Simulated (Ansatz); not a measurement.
The parent structure is Al₂O₃ in the corundum structure (space group R-3c, No. 167).

```yaml
crystal:
  lattice:
    - [2.40441, 1.38819, 4.37462]
    - [-2.40441, 1.38819, 4.37462]
    - [0.00000, -2.77638, 4.37462]
  atoms:
    - { symbol: Al, position: [0.64785, 0.64785, 0.64785] }
    - { symbol: Al, position: [0.14785, 0.14785, 0.14785] }
    - { symbol: Al, position: [0.35215, 0.35215, 0.35215] }
    - { symbol: Al, position: [0.85215, 0.85215, 0.85215] }
    - { symbol: O, position: [0.75000, 0.44383, 0.05617] }
    - { symbol: O, position: [0.05617, 0.75000, 0.44383] }
    - { symbol: O, position: [0.25000, 0.55617, 0.94383] }
    - { symbol: O, position: [0.55617, 0.94383, 0.25000] }
    - { symbol: O, position: [0.94383, 0.25000, 0.55617] }
    - { symbol: O, position: [0.44383, 0.05617, 0.75000] }
```

Cartesian axes are those of the cell as printed.

Level of theory: PBE, PAW, 420 eV (Ansatz, a program for electronic structure; no spin-orbit coupling).

Before the change:

The electron mass comes out as 0.38 mₑ along c, 0.36 mₑ across (at Γ) and the smallest direct gap comes out as 5.85 eV.

One thing is altered: the cell is stretched by 1.50 % along z with no lateral relaxation; the atoms relax in the strained cell.

Problem. Estimate the effect on the electron mass, smallest direct gap and stress.

Solution. The electron mass changes from 0.38 mₑ along c, 0.36 mₑ across (at Γ) to 0.36 mₑ (at Γ); the smallest direct gap decreases by 0.18 eV (5.85 eV → 5.67 eV); the stress (xx, yy, zz, yz, xz, xy; compression positive) comes out as (-1.49, -1.49, -6.63, 0.00, 0.00, 0.00) GPa.

Effective masses come from finite differences of ±0.01 Å⁻¹. Stability against distortions was not tested.
